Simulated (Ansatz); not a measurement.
The parent structure is WC (space group P-6m2, No. 187; relaxed with 0.1 eV smearing).

```
WC
1.0
    2.89911     0.00000     0.00000
   -1.44955     2.51070     0.00000
    0.00000     0.00000     2.82680
W C
1 1
Direct
  0.00000   0.00000   0.00000
  0.33333   0.66667   0.50000
```

All numbers come from Ansatz (a quantum-chemistry and plane-wave program), PBEsol, PAW, cutoff 420 eV, no SOC.

Strains are applied to the cell and any free atomic positions relax.

One change was made to it. Results:

The energy goes up by 51 meV/atom; the pressure (mean of the normal stresses, compression positive) goes from zero to 28.2 GPa; the band gap remains zero.

Task: What was done to the base?
(A) isotropic strain +1.00 %
(B) isotropic strain −2.00 %
(C) isotropic strain −1.50 %
(D) isotropic strain +2.00 %
(E) isotropic strain −3.00 %

Result: B, isotropic strain −2.00 %. For comparison, the energy relative to the base in the other runs: isotropic strain +1.00 % gives +11 meV/atom; isotropic strain +2.00 % gives +44 meV/atom; isotropic strain −3.00 % gives +117 meV/atom; isotropic strain −1.50 % gives +28 meV/atom.

Whether these cells are dynamically stable was not tested. All final runs are without spin polarisation.
